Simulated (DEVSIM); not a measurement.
Structure: Mo/SiO2/n-Si capacitor, at 300 K.

```csv
layer (left to right),material,thickness (nm),Nd (cm⁻³)
1,SiO2,5.30,-
2,Si,15000,1.5e15
```

Metal gate on the left, work function 4.6 eV. Fixed charge at the semiconductor interface -1.2e10 cm⁻² (in units of +e); interface traps 1e12 cm⁻² eV⁻¹, uniform in energy, neutral level at 0.5 of the gap above the valence band.

The device is made up for the run: typed textbook-type constants, with dimensions and the other settings drawn at random. Values at 300 K.

```
parameter      SiO2       Si
-------------  ----  -------
gap (eV)          9    1.124
affinity (eV)   0.9     4.05
permittivity    3.9     11.7
Nc (cm⁻³)         -  2.86e19
Nv (cm⁻³)         -   3.1e19
```

Model (solved in DEVSIM): 1D Poisson equation in equilibrium, Boltzmann statistics, complete ionisation; no quantum confinement or tunnelling. Metal contacts follow the ideal Schottky-Mott rule: no Fermi-level pinning, no interface dipoles.

Base results: capacitance of the dielectric stack (μF/cm²) 0.652; minimum of the low-frequency capacitance (μF/cm²) 0.139; flat-band voltage (V) 0.37; threshold voltage (band bending 2φF) (V) -0.42.

Task: What follows from this one change: SiO2 thickness 0.0053 → 0.0064 μm?

Result: capacitance of the dielectric stack 0.652 → 0.540 μF/cm²; minimum of the low-frequency capacitance 0.139 → 0.133 μF/cm²; flat-band voltage 0.37 → 0.39 V; threshold voltage (band bending 2φF) -0.42 → -0.44 V.

Task: What follows from this one change: substrate doping 1.5e+15 → 3e+15 cm^-3?

Result: capacitance of the dielectric stack little changed (0.652 μF/cm²); minimum of the low-frequency capacitance 0.139 → 0.143 μF/cm²; flat-band voltage 0.37 → 0.40 V; threshold voltage (band bending 2φF) -0.42 → -0.45 V.

Task: What follows from this one change: fixed charge -1.2e+10 → -8.82e+11 cm^-2?

Result: capacitance of the dielectric stack little changed (0.652 μF/cm²); minimum of the low-frequency capacitance little changed (0.139 μF/cm²); flat-band voltage 0.37 → 0.59 V; threshold voltage (band bending 2φF) -0.42 → -0.20 V.
